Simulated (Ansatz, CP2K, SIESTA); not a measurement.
**Code comparison for BaSr₃ (P1, 4 atoms in the cell)**

Self-consistent single point, at a second geometry (atoms moved at random). First geometry:

```yaml
crystal:
  lattice:
    - [0.00000, 4.83359, 4.83359]
    - [4.83359, 0.00000, 4.83359]
    - [4.83359, 4.83359, 0.00000]
  atoms:
    - { symbol: Ba, position: [0.00000, 0.00000, 0.00000] }
    - { symbol: Sr, position: [0.25000, 0.25000, 0.25000] }
    - { symbol: Sr, position: [0.75000, 0.75000, 0.75000] }
    - { symbol: Sr, position: [0.50000, 0.50000, 0.50000] }
```

Second geometry:
```
CELL_PARAMETERS angstrom
      0.00000     4.83359     4.83359
      4.83359     0.00000     4.83359
      4.83359     4.83359     0.00000
ATOMIC_POSITIONS crystal
  Ba 0.99827 0.99490 0.00711
  Sr 0.25605 0.24491 0.24328
  Sr 0.75124 0.74591 0.74974
  Sr 0.49445 0.51428 0.49987
```

Shared settings, as Ansatz (a quantum-chemistry and plane-wave program) writes them: kpoints.mp_grid.grid = 8 8 8; scf.occupations.method = fermi_dirac; scf.occupations.width = 0.1 eV. Potentials and cutoffs stand in the table.

| code | model | ΔF from the first geometry (meV/atom) | pressure (GPa) | largest force (eV/Å) | cutoff |
|---|---|---|---|---|---|
| SIESTA | GGA PBEsol, numerical atomic orbitals DZP, PseudoDojo PBEsol standard norm-conserving potentials (rewritten from UPF to PSML) | 6.7 | 4.14 | 0.335 | grid 400 Ry |
| CP2K | PBEsol, GPW, DZVP-MOLOPT-SR-GTH basis, GTH-PBE potentials (GTH_POTENTIALS) | 4.0 | 0.20 | 0.199 | grid 500 Ry |
| Ansatz | PBEsol, PAW files made with PBE | 3.6 | -0.61 | 0.180 | 420 eV |

Size of the force on each atom (eV/Å): Sizes of forces hide their directions.

```
code      Ba1    Sr2    Sr3    Sr4
------  -----  -----  -----  -----
SIESTA  0.191  0.244  0.125  0.335
CP2K    0.110  0.155  0.100  0.199
Ansatz  0.101  0.143  0.093  0.180
```

The spread over the programs that give each value: ΔF from the first geometry within 3.1 meV/atom; pressure within 4.75 GPa; largest force within 0.155 eV/Å.

SIESTA and CP2K use small atom-centred bases, whose incompleteness enters pressures, forces and empty levels differently from a plane-wave cutoff. Ansatz's pressure is given at a fixed set of plane waves, as the other plane-wave codes print theirs.

The starting cell comes from a database of computed structures (which also holds hypothetical and non-ambient phases and stackings), without a prior relaxation at this level. Its lattice was rescaled by a random factor within 2.5 % of one. For this run, on top of that: atoms moved at random.

Keys are those of Ansatz 0.2.
